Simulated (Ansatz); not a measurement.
Consider KTaO$_{3}$ in the cubic perovskite structure (space group Pm-3m, No. 221).

```
KTaO3
1.0
    3.99013     0.00000     0.00000
    0.00000     3.99013     0.00000
    0.00000     0.00000     3.99013
K Ta O
1 1 3
Direct
  0.00000   0.00000   0.00000
  0.50000   0.50000   0.50000
  0.00000   0.50000   0.50000
  0.50000   0.50000   0.00000
  0.50000   0.00000   0.50000
```

Cartesian axes are those of the cell as printed.

Level of theory: DFT with r2SCAN, PAW potentials and a 500 eV plane-wave cutoff in Ansatz (a first-principles code), spin-orbit coupling left out.

Strains are applied to the cell and any free atomic positions relax; under stress the whole cell relaxes.

One change was made to it. Results:

```json
[
 {"quantity": "smallest direct gap", "base": "3.27 eV", "after": "3.09 eV"},
 {"quantity": "band gap", "base": "2.63 eV", "after": "2.54 eV"},
 {"quantity": "energy relative to the base (free energy F)", "base": "0 meV/atom", "after": "+6.7 meV/atom"}
]
```

Which change produced these results?
A. tensor shear ε_yz = −1.98 %
B. uniaxial stress, 8 GPa tension along x
C. isotropic strain +0.52 %

A, tensor shear ε_yz = −1.98 %. For comparison, the smallest direct gap in the other runs: uniaxial stress, 8 GPa tension along x gives 3.20 eV; isotropic strain +0.52 % gives 3.23 eV.

With Ta present, leaving out spin-orbit coupling can change the band edges. Beyond what the load breaks, stability against distortions was not tested.
